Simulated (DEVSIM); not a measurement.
Structure: Si p-n junction from an implanted or diffused profile, at 400 K.

```csv
layer (left to right),material,thickness (μm),Nd (cm⁻³),τn (s),τp (s)
1,Si,170,1.8e14,3.1e-6,3.1e-6
```

Added acceptor profile: 1.9e17 cm⁻³ × exp(−(x − 0 μm)²/(2·(0.034 μm)²)). Left contact: ohmic. Right contact: ohmic. Voltage is applied to the left contact. Recombination: SRH at mid-gap, Auger. Gap narrowing is on: ΔEg = 6.92 meV × (l + √(l² + 0.5)), l = ln(N/1.3e17 cm⁻³), shared equally by both band edges. Mobility is constant in doping. Where it depends on doping, it is μmin + (μ − μmin)/(1 + (N/Nref)^α).

Constants are typed, rounded textbook-type inputs, not results; the design itself was drawn at random and stands for no fabricated device. Values at 300 K; Nc and Nv go as T^1.5, mobilities as T to minus their exponent, the gap by Varshni's rule with the affinity fixed. The table also holds parameters that only a changed run uses.

| parameter | Si |
|---|---|
| gap (eV) | 1.124 |
| affinity (eV) | 4.05 |
| permittivity | 11.7 |
| Nc (cm⁻³) | 2.86e19 |
| Nv (cm⁻³) | 3.1e19 |
| μn (cm²/Vs) | 1417 |
| μp (cm²/Vs) | 470 |
| μn,min | 52 |
| μp,min | 45 |
| Nref,n | 9.7e16 |
| Nref,p | 2.2e17 |
| αn | 0.68 |
| αp | 0.72 |
| T exponent of μn | 2.3 |
| T exponent of μp | 2.2 |
| Cn (cm⁶/s) | 2.8e-31 |
| Cp (cm⁶/s) | 9.9e-32 |
| Varshni α (eV/K) | 0.000473 |
| Varshni β (K) | 636 |

Model (solved in DEVSIM): 1D drift-diffusion, Boltzmann statistics, complete ionisation; no tunnelling, impact ionisation, image-force lowering or self-heating.

Base results: dark forward voltage at 1 A/cm² (V) 0.662; potential step across the device at zero bias (V) 0.474.

Q: What follows from this one change: thickness of layer 1 170 → 59 μm?

A: dark forward voltage at 1 A/cm² 0.662 → 0.405 V; potential step across the device at zero bias little changed (0.474 V).

Q: What follows from this one change: straggle of the profile 0.034 → 0.1 μm?

A: dark forward voltage at 1 A/cm² 0.662 → 0.613 V; potential step across the device at zero bias little changed (0.474 V).

Q: What follows from this one change: peak of the profile 1.9e+17 → 3.8e+17 cm^-3?

A: dark forward voltage at 1 A/cm² 0.662 → 0.636 V; potential step across the device at zero bias 0.474 → 0.494 V.

Q: What follows from this one change: doping Nd of layer 1 1.8e+14 → 5.4e+14 cm^-3?

A: dark forward voltage at 1 A/cm² 0.662 → 0.503 V; potential step across the device at zero bias 0.474 → 0.512 V.

Q: What follows from this one change: temperature 400 → 250 K?

A: dark forward voltage at 1 A/cm² 0.662 → 0.797 V; potential step across the device at zero bias 0.474 → 0.776 V.

Q: What follows from this one change: minority lifetime in layer 1 3.1e-06 → 9.3e-08 s?

A: dark forward voltage at 1 A/cm² 0.662 → 0.768 V; potential step across the device at zero bias little changed (0.474 V).

Q: What follows from this one change: doping-dependent mobility in place of the constant one?

A: dark forward voltage at 1 A/cm² 0.662 → 0.634 V; potential step across the device at zero bias little changed (0.474 V).
